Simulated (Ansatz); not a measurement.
Base system: WSe₂ (space group Fm-3m, No. 225; a = 6.261 Å; ferromagnetic; a hypothetical phase, not in the database extracts checked; relaxed with 0.1 eV smearing). Axes: x, y, z lie along the cube axes.

All numbers come from Ansatz (a first-principles code), r2SCAN, PAW, cutoff 500 eV, no spin-orbit coupling.

Strains are applied to the cell and any free atomic positions relax; under biaxial strain the out-of-plane vector relaxes too; under stress the whole cell relaxes.

One change was made to it. Results:

| quantity | base | after |
|---|---|---|
| largest site moment | 1.41 μB | 1.56 μB |
| energy relative to the base (free energy F) | 0 meV/atom | +42 meV/atom |
| magnetic state | ferromagnetic | ferromagnetic |

Q: Name the change that was made.
(A) biaxial strain +0.33 %, plane normal [001], relaxed out of plane
(B) uniaxial stress, 8 GPa tension along z
(C) isotropic strain +2.65 %

A: C, isotropic strain +2.65 %. For comparison, the energy relative to the base in the other runs: uniaxial stress, 8 GPa tension along z gives +20 meV/atom; biaxial strain +0.33 %, plane normal [001], relaxed out of plane gives +0.4 meV/atom.

The magnetic state is the one reached from the starting moments; the real material's order can differ, and small cells can't hold many antiferromagnetic ones. Beyond what the load breaks, stability against distortions was not tested.
